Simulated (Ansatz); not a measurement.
**Ge (Fd-3m, No. 227, 34 atoms in the cell; start mp-1198022)**

Method: r²SCAN (PAW; Ansatz, a program for electronic structure).

Numerical settings: plane-wave cutoff 560 eV, 4×4×4 k mesh, Fermi–Dirac smearing 0.01 eV, scalar-relativistic PAW data made under PBE.

Cell (relaxed at this level):

Space group Fd-3m, origin choice 1 (No. 227); a = b = c = 15.2497 Å, α = β = γ = 90.00°

| atom | site | symmetry | x | y | z |
|---|---|---|---|---|---|
| Ge | 8a | -43m | 0.0000 | 0.0000 | 0.0000 |
| Ge | 32e | .3m | 0.3419 | 0.3419 | 0.3419 |
| Ge | 96g | ..m | 0.0576 | 0.0576 | 0.7546 |
(The calculation used a cell of 34 atoms; values per cell refer to that cell.)

For Ge (Fd-3m, No. 227, 34 atoms in the cell; start mp-1198022), the band gap comes out as 1.06 eV (direct) and the Γ–Γ gap comes out as 1.63 eV.

Spin–orbit coupling is not included.

The computed numbers hold no vibrational or temperature effects.

Computing time: about 6 core-minutes (a rough figure).

A start named mp-… is a Materials Project structure, which need not be a measured phase.
